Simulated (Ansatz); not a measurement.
Take BN in the wurtzite structure (space group P6_3mc, No. 186; a = 2.5232 Å, c = 4.1751 Å) as the base. Axes: x lies along a and z along c of the hexagonal cell.

Level of theory: DFT with LDA, PAW potentials and a 420 eV plane-wave cutoff in Ansatz (an electronic-structure program), scalar-relativistic without spin-orbit coupling.

Strains are applied to the cell and any free atomic positions relax.

One change was made to it. Results:

```json
[
 {"quantity": "electron mass", "base": "0.30 mₑ along c, 0.50 mₑ across (at K)", "after": "0.29 mₑ along z, 0.50 mₑ across (at K)"},
 {"quantity": "band gap", "base": "4.93 eV", "after": "5.00 eV"},
 {"quantity": "gap character", "base": "indirect, Γ → K", "after": "indirect, Γ → K"}
]
```

Question: Which change produced these results?
A. uniaxial strain ε_zz = −3.00 %
B. uniaxial strain ε_zz = −0.60 %
C. uniaxial strain ε_zz = −1.80 %

Answer: C, uniaxial strain ε_zz = −1.80 %. For comparison, the band gap in the other runs: uniaxial strain ε_zz = −0.60 % gives 4.95 eV; uniaxial strain ε_zz = −3.00 % gives 5.07 eV.

Masses are band curvatures over ±0.01 Å⁻¹ around the edge. Whether these cells are dynamically stable was not tested.
